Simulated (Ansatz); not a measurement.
A self-consistent single point of a defect of Ca (1 atoms in the cell) with Ansatz (an electronic-structure program).

Method of the run: PBEsol, default PAW files made with PBE (plane waves; Ansatz).

The change in words: 2 x 1 x 1 supercell, one Ca atom taken out, nothing relaxed; kpoints.mp_grid.grid: 10 10 10 → 5 10 10. Reference geometry:
```yaml
crystal:
  lattice:
    - [0.00000, 2.79837, 2.79837]
    - [2.79837, 0.00000, 2.79837]
    - [2.79837, 2.79837, 0.00000]
  atoms:
    - { symbol: Ca, position: [0.00000, 0.00000, 0.00000] }
```

Reference input (self-consistent single point, DFT, PBEsol, plane waves, default PAW files made with PBE): basis.ecutwfc = 30.9 Ry; kpoints.mp_grid.grid = 10 10 10; hamiltonian.xc = pbesol; hamiltonian.pseudopotentials = {kind: paw} (the program's default PAW files); scf.occupations.method = gaussian; scf.occupations.width = 0.0073 Ry. This run's input differs from it in these lines:

Ansatz 0.2 input:
```diff
@@ -2,3 +2,3 @@
   lattice:
-    - [0.00000000, 2.79837000, 2.79837000]
+    - [0.00000000, 5.59674000, 5.59674000]
     - [2.79837000, 0.00000000, 2.79837000]
@@ -6,3 +6,3 @@
   atoms:
-    - { symbol: Ca, position: [0.00000000, 0.00000000, 0.00000000] }
+    - { symbol: Ca, position: [0.50000000, 0.00000000, 0.00000000] }
 basis:
@@ -10,3 +10,3 @@
 kpoints:
-  mp_grid: { grid: [10, 10, 10] }
+  mp_grid: { grid: [5, 10, 10] }
 hamiltonian:
```

Log, with long lists cut:

```
SCF iter   1: F=—  HF=-1792.949768 eV  |F-HF|=—  |Δ(HF+E_count)|=         —  Δρ=2.99e-3  dr2=4.50e-2  ethr=1.77e-3  ⟨swp⟩=6.6  Hψ=4487  notcnv=0
all-band conjugate gradients solve this SCF's bands
preconditioner: auto → LDOS
SCF iter   2: F=—  HF=-1792.946508 eV  |F-HF|=—  |Δ(HF+E_count)|=   3.26e-3  Δρ=9.04e-4  dr2=3.75e-3  ethr=4.50e-4  ⟨swp⟩=1.9  Hψ=1059  notcnv=0
SCF iter   3: F=—  HF=-1792.947090 eV  |F-HF|=—  |Δ(HF+E_count)|=   5.82e-4  Δρ=3.59e-4  dr2=4.68e-4  ethr=3.75e-5  ⟨swp⟩=1.3  Hψ=538  notcnv=0
SCF iter   4: F=—  HF=-1792.947183 eV  |F-HF|=—  |Δ(HF+E_count)|=   9.25e-5  Δρ=1.23e-4  dr2=1.45e-5  ethr=4.68e-6  ⟨swp⟩=2.0  Hψ=591  notcnv=0
SCF iter   5: F=—  HF=-1792.947192 eV  |F-HF|=—  |Δ(HF+E_count)|=   8.97e-6  Δρ=2.75e-5  dr2=9.61e-7  ethr=1.45e-7  ⟨swp⟩=2.9  Hψ=825  notcnv=0
SCF iter   6: F=-1792.947192 eV  HF=-1792.947192 eV  |F-HF|=1.60e-8  |Δ(HF+E_count)|=   5.57e-7  Δρ=3.32e-6  dr2=1.29e-8  ethr=1.00e-9  ⟨swp⟩=6.5  Hψ=2944  notcnv=0
SCF 1 converged in 6 iterations: F = -1792.947192 eV  dr2 = 1.29e-8
Free energy (F): -1792.947192 eV
Internal energy: -1792.940759 eV  (E = F + TS)
E sigma→0 (E₀):  -1792.943975 eV
Entropy (-TS):   -0.006433 eV (-6.433 meV/atom)
Fermi energy:    1.153544 eV
--- Forces (eV/Å), atoms counted from 1 ---
  atom   1  Ca     0.00000000     0.00000000     0.00000000
--- Stress (GPa, compression-positive) ---
       -0.996450      -0.053412      -0.053412
       -0.053412      -0.996450       0.053412
       -0.053412       0.053412      -0.996450
  P = ⅓ Tr σ = -0.9965 GPa (-9.965 kbar)
  The stress holds the Pulay correction. Without it, at fixed plane waves, as pw.x and ABINIT print it: P = -0.9969 GPa
```

The run converged in 6 iterations. Against the reference run the free energy rises by 777 meV/atom.

The starting cell has typed, rounded lattice constants, without a prior relaxation at this level. Its lattice was rescaled by up to half a per cent.
